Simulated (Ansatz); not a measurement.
Levels about the gap of amorphous In₁₀Ga₁₀Zn₅O₃₅ (60 atoms in a cell of 746 Å³, 6.08 g/cm³; zone centre alone, so wide bands show as single levels with stretches between that a denser mesh fills), at the geometry that PBE relaxed, where it gives 1.5 GPa on a denser mesh. Exact exchange is cut at the faces of this small cell, which leaves a finite-size error. The participation number counts the atoms over which a state spreads; weights are charges in smoothed Voronoi cells. The levels come from a single point, so bond lengths are those of that geometry. Method of the levels: HSE06, scalar-relativistic without spin-orbit coupling (Ansatz, a first-principles code). Sampling: the zone centre alone; Fermi-Dirac width 0.02 eV; no spin polarisation. At PBE the levels at the filled edge of the gap are localised (band-tail or defect states).

A CHGNet melt-quench gave the starting glass, which DFT then relaxed. O atoms were pushed apart under 1.9 Å during the dynamics, to hinder bonds among them. The hot cell started wider than the set density and was brought back towards it in steps. It is the lowest in DFT energy of 2 quenches. It is a model cell: composition and starting density were chosen by hand, and all elements were melted together. No dispersion term was used. Its density started from a set value of 6.08 and ended at 6.08 g/cm³. The quench (nominally 170 K/ps over its main leg) was far faster than any real one, so the model tends to hold more defects than a real film. A cell of this size samples the disorder only roughly. The volume was held where the preparation left it, at a PBE pressure of 1.5 GPa. Stress components on the final sampling reach 2.9 GPa.

| E - E(highest filled), eV | filling | participation number | largest on | weight O | weight In | weight Ga | weight Zn |
|---|---|---|---|---|---|---|---|
| -0.40 | filled | 25.1 | O, 4 neighbours | 0.86 | 0.02 | 0.02 | 0.10 |
| -0.33 | filled | 18.0 | O, 3 neighbours | 0.91 | 0.02 | 0.02 | 0.05 |
| -0.29 | filled | 16.6 | O, 3 neighbours | 0.91 | 0.02 | 0.02 | 0.05 |
| -0.25 | filled | 13.1 | O, 3 neighbours | 0.92 | 0.02 | 0.02 | 0.04 |
| -0.17 | filled | 17.3 | O, 3 neighbours | 0.90 | 0.03 | 0.02 | 0.05 |
| -0.09 | filled | 8.9 | O, 3 neighbours | 0.92 | 0.02 | 0.02 | 0.05 |
| 0.00 | filled | 8.9 | O, 4 neighbours | 0.85 | 0.02 | 0.02 | 0.11 |
| 2.43 | empty | 53.1 | In, 5 neighbours | 0.51 | 0.27 | 0.15 | 0.07 |
| 5.40 | empty | 23.3 | In, 5 neighbours | 0.57 | 0.37 | 0.04 | 0.02 |
| 5.46 | empty | 20.2 | In, 5 neighbours | 0.54 | 0.34 | 0.10 | 0.02 |
| 5.60 | empty | 23.4 | In, 6 neighbours | 0.58 | 0.34 | 0.06 | 0.02 |
| 5.97 | empty | 28.1 | In, 6 neighbours | 0.58 | 0.28 | 0.10 | 0.04 |
| 5.98 | empty | 28.9 | In, 5 neighbours | 0.58 | 0.30 | 0.07 | 0.05 |
| 6.12 | empty | 35.7 | In, 6 neighbours | 0.54 | 0.25 | 0.10 | 0.11 |

Most localised among these is the filled level at +0.00 eV, on a O atom, which has 4 neighbours (Ga 1.89 Å, Zn 1.97 Å, Ga 2.02 Å, Zn 2.20 Å).
